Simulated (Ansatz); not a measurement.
# Response to strain in hypothetical P4_2/mnm BP

Consider BP (space group P4_2/mnm, No. 136; a = 5.532 Å, c = 3.187 Å; a hypothetical phase, not in the database extracts checked). Axes: x, y, z lie along a, b, c of the conventional cell.

Strains are applied to the cell and any free atomic positions relax; under biaxial strain the out-of-plane vector relaxes too.

All numbers come from PBEsol, PAW, 420 eV (Ansatz, a first-principles code; without spin-orbit coupling).

Computed cases, in order: biaxial strain −3.82 %, plane normal [001], relaxed out of plane; biaxial strain −3.30 %, plane normal [001], relaxed out of plane; biaxial strain −1.68 %, plane normal [001], relaxed out of plane; biaxial strain −0.51 %, plane normal [001], relaxed out of plane; the unstrained base.

Between which two neighbouring cases does the band gap open or close?

Between biaxial strain −3.30 %, plane normal [001], relaxed out of plane (zero) and biaxial strain −1.68 %, plane normal [001], relaxed out of plane (0.12 eV). The whole series: biaxial strain −3.82 %, plane normal [001], relaxed out of plane: zero; biaxial strain −3.30 %, plane normal [001], relaxed out of plane: zero; biaxial strain −1.68 %, plane normal [001], relaxed out of plane: 0.12 eV; biaxial strain −0.51 %, plane normal [001], relaxed out of plane: 0.22 eV; the unstrained base: 0.26 eV.

A case with no gap was solved on a k-mesh chosen for an insulator, which is coarse for it. No phonon test of stability was made. The final runs are not spin-polarised. The zero or small gap of BP can change with the level of theory.
